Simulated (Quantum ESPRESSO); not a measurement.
Input and output of a self-consistent single point for SiO2 (Pmma, 18 atoms in the cell) (Quantum ESPRESSO).

Method: LDA (PZ), GBRV 1.5 ultrasoft (LDA) pseudopotentials (plane waves; Quantum ESPRESSO).

```xyz
18
Lattice="5.1885 0.0000 0.0000 0.0000 7.3699 0.0000 0.0000 0.0000 8.0457" Properties=species:S:1:pos:R:3 pbc="T T T"
Si     1.2971     1.5576     0.8469
Si     3.8914     5.8123     7.1988
Si     1.2971     5.8123     0.8469
Si     3.8914     1.5576     7.1988
Si     1.2971     3.6849     3.1127
Si     3.8914     3.6849     4.9330
O      0.0000     1.9358     0.0000
O      0.0000     5.4341     0.0000
O      2.5943     5.4341     0.0000
O      2.5943     1.9358     0.0000
O      1.2971     0.0000     1.1930
O      3.8914     0.0000     6.8527
O      1.2971     2.3722     2.2078
O      3.8914     4.9977     5.8379
O      1.2971     4.9977     2.2078
O      3.8914     2.3722     5.8379
O      2.5943     3.6849     4.0228
O      0.0000     3.6849     4.0228
```

Reference input (self-consistent single point, DFT, LDA (PZ), plane waves, GBRV 1.5 ultrasoft (LDA) pseudopotentials): ecutwfc = 40 Ry; ecutrho = 200 Ry; occupations = fixed; potentials = {Si: si_lda_v1.uspp.F.UPF, O: o_lda_v1.2.uspp.F.UPF}; K_POINTS = automatic 5 3 3 0 0 0; nbnd = 50; conv_thr = 1e-09 Ry. This run's input differs from it in these lines:

```diff
@@ -12,4 +12,4 @@
   ntyp = 2
-  ecutwfc = 40
-  ecutrho = 200
+  ecutwfc = 46
+  ecutrho = 230
   occupations = 'fixed'
```

Output (repeated stretches shortened):

```
     Self-consistent Calculation

     iteration #  1     ecut=    46.00 Ry     beta= 0.70

     total energy              =    -445.02963169 Ry
     estimated scf accuracy    <       5.08610750 Ry

     iteration #  2     ecut=    46.00 Ry     beta= 0.70

     total energy              =    -446.80284636 Ry
     estimated scf accuracy    <       2.98908984 Ry

     iteration #  3     ecut=    46.00 Ry     beta= 0.70

     negative rho (up, down):  4.417E-07 0.000E+00

     total energy              =    -447.19660700 Ry
     estimated scf accuracy    <       0.05430338 Ry

   [... 8 blocks of this kind left out ...]

     iteration # 12     ecut=    46.00 Ry     beta= 0.70

     negative rho (up, down):  5.452E-07 0.000E+00

     total energy              =    -447.23007729 Ry
     estimated scf accuracy    <          6.5E-09 Ry

     iteration # 13     ecut=    46.00 Ry     beta= 0.70

     negative rho (up, down):  5.453E-07 0.000E+00
     End of self-consistent calculation

     highest occupied, lowest unoccupied level (ev):    -0.2657    5.2300

!    total energy              =    -447.23007730 Ry
     estimated scf accuracy    <          6.5E-10 Ry

     convergence has been achieved in  13 iterations

     negative rho (up, down):  5.453E-07 0.000E+00

     Forces acting on atoms (cartesian axes, Ry/au):

     atom    1 type  1   force =    -0.00000000   -0.00110330   -0.00133715
     atom    2 type  1   force =     0.00000000    0.00110330    0.00133715
     atom    3 type  1   force =     0.00000000    0.00110330   -0.00133715
     atom    4 type  1   force =    -0.00000000   -0.00110330    0.00133715
     atom    5 type  1   force =     0.00000000    0.00000000   -0.00282593
     atom    6 type  1   force =     0.00000000    0.00000000    0.00282593
   [... lines left out ...]
     Total force =     0.027840     Total SCF correction =     0.000030
   [... lines left out ...]

     negative rho (up, down):  5.453E-07 0.000E+00
          total   stress  (Ry/bohr**3)                   (kbar)     P=       32.93
   0.00022674   0.00000000   0.00000000           33.36        0.00        0.00
   0.00000000   0.00021534   0.00000000            0.00       31.68        0.00
   0.00000000   0.00000000   0.00022957            0.00        0.00       33.77

   JOB DONE.
```

The run converged in 13 iterations. Against the reference run the free energy drops by 1.2 meV/atom, the pressure hardly changes (3.39 to 3.29 GPa), the largest force stays at 0.236 eV/Å and the gap on the mesh hardly changes (5.495 to 5.496 eV). The full log also holds: “c_bands:  1 eigenvalues not converged”.

The starting cell comes from a database of computed structures (which also holds hypothetical and non-ambient phases and stackings), without a prior relaxation at this level. Its lattice was rescaled by a random factor within 2.5 % of one.

Cost on one core of a shared machine: roughly 4 min.
